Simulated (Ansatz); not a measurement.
## TaAs (space group I4_1md, No. 109)

```cif
data_As2Ta2
_chemical_formula_sum 'Ta2 As2'
_space_group_name_H-M_alt 'P 1'
_space_group_IT_number 1
_cell_length_a 6.35706
_cell_length_b 6.35706
_cell_length_c 6.35706
_cell_angle_alpha 148.388
_cell_angle_beta 148.388
_cell_angle_gamma 45.313
loop_
_space_group_symop_operation_xyz
  'x, y, z'
loop_
_atom_site_label
_atom_site_type_symbol
_atom_site_fract_x
_atom_site_fract_y
_atom_site_fract_z
_atom_site_occupancy
Ta1 Ta 0.99912 0.99912 0.00000 1
Ta2 Ta 0.74912 0.24912 0.50000 1
As1 As 0.41688 0.41688 0.00000 1
As2 As 0.16688 0.66688 0.50000 1
```

The values are results of plane-wave PAW DFT at the PBE level (Ansatz, a program for electronic structure, 420 eV), spin-orbit coupling left out, not measurements. k-mesh 19×19×19 (Γ-centred); smearing 0.05 eV (Fermi–Dirac).

```json
{
 "volume_per_atom": "17.59 Å³",
 "density": "12.08 g/cm³",
 "band_gap": "zero",
 "total_energy": "-7394.739 eV/atom (σ→0; compares only within this code and set-up)"
}
```

Spin-orbit coupling, missing from the scalar runs, can matter with Ta. Whether these cells are dynamically stable was not tested. All final runs are without spin polarisation. The zero or small gap of TaAs can change with the level of theory.
